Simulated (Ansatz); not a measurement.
Here is the system:

```
CELL_PARAMETERS angstrom
      4.34415     0.00000     0.00000
     -2.17207     3.76214     0.00000
      0.00000     0.00000     7.08792
ATOMIC_POSITIONS crystal
  Cd 0.33333 0.66667 0.99957
  Cd 0.66667 0.33333 0.49957
  Se 0.33333 0.66667 0.37543
  Se 0.66667 0.33333 0.87543
```

All values below come from r2SCAN with spin-orbit coupling, rigid bands (plane waves, PAW; Ansatz, a quantum-chemistry and plane-wave program). Condition of this run: hydrostatic pressure of -1.4 GPa (compression positive) (the target of the relaxation). How the cell was made: cell and atoms relaxed with PBEsol, then loaded as said.

Problem. Predict the hole conductivity mass (n e² τ/σ) at 300 K, by direction if it differs.

Solution. 0.92 (x), 0.92 (y), 1.15 (z) mₑ.

Problem. What conductivity effective mass do dilute electrons have at 300 K?

Solution. 0.110 (x), 0.110 (y), 0.101 (z) mₑ.

Problem. And the band gap?

Solution. 0.98 eV at this level; semilocal functionals usually fall short of the measured gap.

Rigid bands, one relaxation time for all states, no polarons. Geometry: cell and atoms relaxed with PBEsol.
